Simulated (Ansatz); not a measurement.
An Ansatz (a first-principles code) run: TlBr with a change (isotropic strain −2.50 %); PBEsol, PAW, 420 eV (Ansatz; scalar-relativistic without spin-orbit coupling).

Input:

Ansatz 0.2 input:
```yaml
crystal:
  lattice:
    - [3.8166713994, 0, 0]
    - [0, 3.8166713994, 0]
    - [0, 0, 3.8166713994]
  atoms:
    - { symbol: Tl, position: [0, 0, 0] }
    - { symbol: Br, position: [0.5, 0.5, 0.5] }
basis: { ecutwfc: 420, ecutrho_ratio: 4, xc_grid: 2, fft_grid_basis: typed }
kpoints: { mp_grid: { grid: [9, 9, 9] } }
hamiltonian:
  xc: pbesol
  dispersion: none
  pseudopotentials: { kind: paw }
scf: { occupations: { method: fermi_dirac, width: 0.05 }, convergence: { dr2_threshold: 0.0000000002 } }
relax: { f_tol: 0.005, max_steps: 50 }
output: { forces: true, stress: true }
checkpoint: { write: state.ck, write_every: 1000 }
```

Output:

```
Relaxation: its limit of steps is 50 (relax.max_steps)
WARN ansatz: RAYON_NUM_THREADS=1 ignored (pool sized by the plan → 1); use --threads N
Pseudopotentials: kind: paw
Pseudopotential: Tl, paw, valence charge 13
Pseudopotential: Br, paw, valence charge 7
Functional definition: PBEsol
Crystal: 2 atoms, lattice volume = 55.597 Å³
Basis set: ecut = 420 eV, 1045 PW (Γ), exchange–correlation on 54×54×54 points (8 copies of the dense FFT grid, shifted against one another)
Bands: 14, of which v1, the nominal top of the filled ones, is band 10 counted from 1 (9 counted from 0)
Symmetry: 48 space group operations
Space group: Pm-3m (ITA 221), of the structure as read, at distance tolerance 3.8e-5 Å
k-points: 35 of 729
PAW frozen core: Tl, regenerated for the run's functional, and the local potential with it
PAW frozen core: Br, regenerated for the run's functional, and the local potential with it
Initial density: superposition of atomic densities (neutral atoms: chi_scale 0, normalization atom), corrected by the library's trained network
Initial wavefunctions: pseudopotential atomic-orbital guess
Eigensolver: davidson
Functional: x = pbesol(κ = 0.804, μ = 0.12345679012345678), c = pbesol(β = 0.046)
SCF iter   1: F=—  HF=-14033.669764 eV  |F-HF|=—  |Δ(HF+E_count)|=         —  Δρ=2.95e-3  dr2=8.13e-3  ethr=1.77e-3  ⟨swp⟩=6.5  Hψ=2802  notcnv=0
all-band conjugate gradients solve this SCF's bands
preconditioner: auto → none
SCF iter   2: F=—  HF=-14033.666370 eV  |F-HF|=—  |Δ(HF+E_count)|=   3.39e-3  Δρ=9.51e-4  dr2=3.27e-4  ethr=4.06e-5  ⟨swp⟩=2.0  Hψ=1130  notcnv=0
SCF iter   3: F=—  HF=-14033.666376 eV  |F-HF|=—  |Δ(HF+E_count)|=   6.58e-6  Δρ=4.51e-4  dr2=7.55e-5  ethr=1.63e-6  ⟨swp⟩=2.5  Hψ=825  notcnv=0
SCF iter   4: F=—  HF=-14033.666405 eV  |F-HF|=—  |Δ(HF+E_count)|=   2.94e-5  Δρ=1.04e-4  dr2=4.96e-6  ethr=3.78e-7  ⟨swp⟩=2.6  Hψ=766  notcnv=0
SCF iter   5: F=—  HF=-14033.666407 eV  |F-HF|=—  |Δ(HF+E_count)|=   1.36e-6  Δρ=1.17e-5  dr2=4.03e-8  ethr=2.48e-8  ⟨swp⟩=2.0  Hψ=799  notcnv=0
SCF iter   6: F=—  HF=-14033.666406 eV  |F-HF|=—  |Δ(HF+E_count)|=   8.36e-7  Δρ=4.64e-6  dr2=1.07e-8  ethr=2.02e-10  ⟨swp⟩=2.9  Hψ=882  notcnv=0
SCF iter   7: F=—  HF=-14033.666406 eV  |F-HF|=—  |Δ(HF+E_count)|=   4.80e-9  Δρ=1.09e-6  dr2=4.61e-10  ethr=5.34e-11  ⟨swp⟩=2.1  Hψ=714  notcnv=0
SCF iter   8: F=-14033.666406 eV  HF=-14033.666406 eV  |F-HF|=1.64e-11  |Δ(HF+E_count)|=  2.31e-10  Δρ=2.15e-7  dr2=1.60e-11  ethr=1.00e-12  ⟨swp⟩=4.7  Hψ=1758  notcnv=0
SCF 1 converged in 8 iterations: F = -14033.666406 eV  dr2 = 1.60e-11
relax step   1: F+E_penalty+E_count = -14033.66640597 eV  Δ(F+E_penalty+E_count) = +0.000e0 eV  max|allowed force component| = 3.451e-31 eV/Å  Δτ_max = 0.0000 Å  (8 SCF iters, accepted)
the relaxation is at rest under the 48 symmetry operations that the run kept from its start: a minimum is not shown …
SCF converged after 8 iterations
Free energy (F): -14033.666406 eV
Harris-Foulkes:  -14033.666406 eV  (|F-HF|=1.64e-11)
Internal energy: -14033.666406 eV  (E = F + TS)
E sigma→0 (E₀):  -14033.666406 eV
Fermi energy:    7.554943 eV
--- Per-component energies (eV) ---
  E_band       = -16.170656
  E_kinetic    = 466.133010
  E_local      = -1133.643912  (includes V_loc(G=0)·N_el)
  E_nonlocal   = 390.570928
  E_hartree    = 394.876527
  E_xc         = -491.433786
  E_vxc        = -247.212949  (∫ρ·V_xc dr)
  E_paw        = -12218.167860  (= ΣΔE_a)
  E_vpaw       = -281.770946  (= ΣTr[D̂ρ^β])
  E_aug_tail   = 0.000034  (compensation charges beyond the density's cutoff)
  E_ewald      = -1442.131881
  E_core_change = 0.130535  (= ΣΔE_core)
  E_smearing   = -0.000000  (= −TS)
  E_closure    = 0.000000  (closes the sum)
  Σ components = -14033.666406   (vs F -14033.666406, Δ=0.00e0)
  [band-id]    e_kinetic+e_local+e_nonlocal+2·e_hartree+e_vxc+e_vpaw+e_augmentation_tail = -16.170782   (vs E_band -16.170656, Δ=-1.25e-4)
--- Forces (eV/Å), atoms counted from 1 ---
  atom   1  Tl    -0.00000000     0.00000000     0.00000000
  atom   2  Br     0.00000000     0.00000000     0.00000000
  max |Σ_I F_I| component: 4.60e-31 eV/Å
--- Stress (GPa, compression-positive) ---
        2.490455       0.000000       0.000000
        0.000000       2.490455       0.000000
        0.000000       0.000000       2.490455
  P = ⅓ Tr σ = 2.4905 GPa (24.905 kbar)
  The stress holds the Pulay correction. Without it, at fixed plane waves, as pw.x and ABINIT print it: P = 2.4618 GPa
  The stress includes an estimate of the error left by incomplete SCF convergence (largest component 0.0001 GPa).
--- Band table ---
  band table: none
--- Relaxed structure (1 steps of the walk, 1 accepted, 0 SCFs on fresh bases) ---
  F+E_penalty+E_count = -14033.66640597 eV   max|allowed force component| = 3.451e-31 eV/Å
  atoms:
    - { symbol: Tl, position: [0.0, 0.0, 0.0] }
    - { symbol: Br, position: [0.5, 0.5, 0.5] }
```

Spin-orbit coupling, missing from the scalar runs, can matter with Tl. Stability against distortions was not tested. The cell was made from TlBr in the CsCl type structure (space group Pm-3m, No. 221) by this change: isotropic strain −2.50 %.
